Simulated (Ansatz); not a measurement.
Start from CdS in the wurtzite structure (space group P6_3mc, No. 186; a = 4.124 Å, c = 6.708 Å).

All numbers come from PBEsol in Ansatz (plane waves to 420 eV, PAW, no spin-orbit coupling).

Before the change:

* **Electron mass**: 0.11 mₑ along c, 0.12 mₑ across (at Γ)

Perturbation: every lattice vector is stretched by 1.80 %; the atoms relax in the strained cell.

Task: Estimate the effect on the mean gap deformation potential ΔEg/Δln V, energy relative to the base and electron mass.

Result: The mean gap deformation potential ΔEg/Δln V amounts to -2.2 eV; the energy goes up by 13 meV/atom; the electron mass goes from 0.11 mₑ along c, 0.12 mₑ across (at Γ) to 0.11 mₑ along c, 0.11 mₑ across (at Γ).

Effective masses come from finite differences of ±0.01 Å⁻¹. Stability against distortions was not tested.

Ansatz is a program for electronic structure.
